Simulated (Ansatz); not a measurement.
# Response to strain in CdSe

Start from CdSe in the wurtzite structure (space group P6_3mc, No. 186).

```xyz
4
Lattice="4.3828 0.0000 0.0000 -2.1914 3.7956 0.0000 0.0000 0.0000 7.1544" Properties=species:S:1:pos:R:3 pbc="T T T"
Cd     0.0000     2.5304     0.0009
Cd     2.1914     1.2652     3.5781
Se     0.0000     2.5304     2.6891
Se     2.1914     1.2652     6.2663
```

Cartesian axes are those of the cell as printed.

Strains are applied to the cell and any free atomic positions relax.

Level of theory: PBE in Ansatz (plane waves to 420 eV, PAW, spin-orbit coupling left out).

Notes on the quantities. energy relative to the base: free energy F.

```tsv
uniaxial strain ε_zz (%)	energy relative to the base (meV/atom)
0	0.0
0.6	0.2
1.2	?
1.8	2.2
2.4	3.8
3	6.0
```

**Question.** Fit ΔE = Aε² + Bε³ (ε in %) to the rows shown and predict the withheld row.

**Answer.** Least squares on the printed values gives A = 0.668 and B = -0.00068 meV/atom (largest residual 0.0 meV/atom); this predicts 1.0 meV/atom, and the run gives 1.0 meV/atom, in agreement.

Stability against distortions was not tested.

Ansatz is an electronic-structure program.
